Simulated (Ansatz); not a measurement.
## Response to strain in CsSnI3

Consider CsSnI$_{3}$ in the cubic perovskite structure (space group Pm-3m, No. 221).

```xyz
5
Lattice="6.1305 0.0000 0.0000 0.0000 6.1305 0.0000 0.0000 0.0000 6.1305" Properties=species:S:1:pos:R:3 pbc="T T T"
Cs     0.0000     0.0000     0.0000
Sn     3.0653     3.0653     3.0653
I      3.0653     0.0000     3.0653
I      0.0000     3.0653     3.0653
I      3.0653     3.0653     0.0000
```

Cartesian axes are those of the cell as printed.

Strains are applied to the cell and any free atomic positions relax; under biaxial strain the out-of-plane vector relaxes too.

All numbers come from PBEsol (Ansatz, a first-principles code, PAW, no spin-orbit coupling).

Candidates:
(a) biaxial strain +2.50 %, plane normal [111], relaxed out of plane
(b) biaxial strain +1.00 %, plane normal [111], relaxed out of plane
(c) biaxial strain +1.50 %, plane normal [111], relaxed out of plane
(d) biaxial strain +2.00 %, plane normal [111], relaxed out of plane

Notes on the quantities. energy relative to the base: free energy F.

### Question
Order them by energy relative to the base, lowest first.

### Answer
(b) biaxial strain +1.00 %, plane normal [111], relaxed out of plane (+0.6 meV/atom), (c) biaxial strain +1.50 %, plane normal [111], relaxed out of plane (+1.3 meV/atom), (d) biaxial strain +2.00 %, plane normal [111], relaxed out of plane (+2.2 meV/atom), (a) biaxial strain +2.50 %, plane normal [111], relaxed out of plane (+3.5 meV/atom)

Stability against distortions was not tested. Many cubic perovskites are stable only at high temperature; tilts and polar distortions were not tested.
